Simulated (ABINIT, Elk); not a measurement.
An ABINIT input for a self-consistent single point of Ni3Fe (Pm-3m, 4 atoms in the cell) (DFT, PBE, plane waves, norm-conserving pseudopotentials (PseudoDojo nc-sr-05 PBE standard)):

```
# Ni3Fe, PseudoDojo nc-sr-05 PBE standard
pp_dirpath "./"
pseudos "Fe.upf, Ni.upf"
acell 3*1.0 Angstrom
rprim
         3.5876300000    0.0000000000    0.0000000000
         0.0000000000    3.5876300000    0.0000000000
         0.0000000000    0.0000000000    3.5876300000
natom 4
ntypat 2
znucl 26 28
typat 1 2 2 2
xred
         0.0000000000    0.0000000000    0.0000000000
         0.0000000000    0.5000000000    0.5000000000
         0.5000000000    0.0000000000    0.5000000000
         0.5000000000    0.5000000000    0.0000000000
ecut 49 Ha
ixc 11
nsppol 2
spinat
      0 0 3
      0 0 0.5
      0 0 0.5
      0 0 0.5
occopt 3
tsmear 0.05 eV
nband 48
kptopt 1
ngkpt 7 7 7
nshiftk 1
shiftk 0 0 0
nstep 50
toldfe 1.0e-09
prtwf 0
prtden 0
enunit 2
```

Question: Translate this input to Elk.

Answer: One input that does it (others would too):

```
tasks
  0

xctype
  20

spinpol
  .true.

reducebf
  0.8

rgkmax
  8.0

gmaxvr
  14.0

nxoapwlo
  1

rmtscf
  0.94

nempty
  8

stype
  3

swidth
  0.00183747

scale
  1.889726125

avec
    3.5876300000    0.0000000000    0.0000000000
    0.0000000000    3.5876300000    0.0000000000
    0.0000000000    0.0000000000    3.5876300000

atoms
  2   : nspecies
  'Fe.in'   : spfname
  1   : natoms; atposl, bfcmt below
  0.0000000000  0.0000000000  0.0000000000    0.0 0.0 -1.5
  'Ni.in'   : spfname
  3   : natoms; atposl, bfcmt below
  0.0000000000  0.5000000000  0.5000000000    0.0 0.0 -0.25
  0.5000000000  0.0000000000  0.5000000000    0.0 0.0 -0.25
  0.5000000000  0.5000000000  0.0000000000    0.0 0.0 -0.25

ngridk
  7 7 7
```

Basis, cutoffs, solver keys and any potentials are the target program's own. This input uses DFT, PBE, all-electron FP-LAPW, Elk's shipped species files, LAPW+lo basis. Both were run: size of the net moment 1.26 μB/atom in ABINIT and 1.25 in Elk.

On Elk: the starting cell has typed, rounded lattice constants, without a prior relaxation at this level. Its lattice was rescaled by a random factor within 2.5 % of one. The magnetic order is the one reached from the typed start; others were not searched systematically. Values depend on the basis (sphere radii, cutoffs, local orbitals), which need not be converged.

On ABINIT: the starting cell has typed, rounded lattice constants, without a prior relaxation at this level. Its lattice was rescaled by a random factor within 2.5 % of one. The magnetic order is the one reached from the typed start; others were not searched systematically. With a pressure of about -6 GPa the cell is away from its equilibrium volume at this level.
